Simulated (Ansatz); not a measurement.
Start from CuAu (space group P4/mmm, No. 123; a = 2.869 Å, c = 3.645 Å; relaxed with 0.1 eV smearing). Axes: x, y, z lie along a, b, c of the conventional cell.

All numbers come from PBE (Ansatz, a first-principles code; PAW; 420 eV plane waves; scalar-relativistic without spin-orbit coupling).

Strains are applied to the cell and any free atomic positions relax.

One change was made to it. Results:

| quantity | base | after |
|---|---|---|
| pressure (mean of the normal stresses, compression positive) | 0.0 GPa | -2.6 GPa |
| energy relative to the base (free energy F) | 0 meV/atom | +2.7 meV/atom |

Task: Name the change that was made.
A) uniaxial strain ε_zz = +0.50 %
B) uniaxial strain ε_zz = −2.50 %
C) uniaxial strain ε_zz = +1.00 %
D) uniaxial strain ε_zz = +2.00 %

Result: D, uniaxial strain ε_zz = +2.00 %. For comparison, the energy relative to the base in the other runs: uniaxial strain ε_zz = −2.50 % gives +4.6 meV/atom; uniaxial strain ε_zz = +1.00 % gives +0.7 meV/atom; uniaxial strain ε_zz = +0.50 % gives +0.2 meV/atom.

No phonon test of stability was made. The final runs are not spin-polarised.
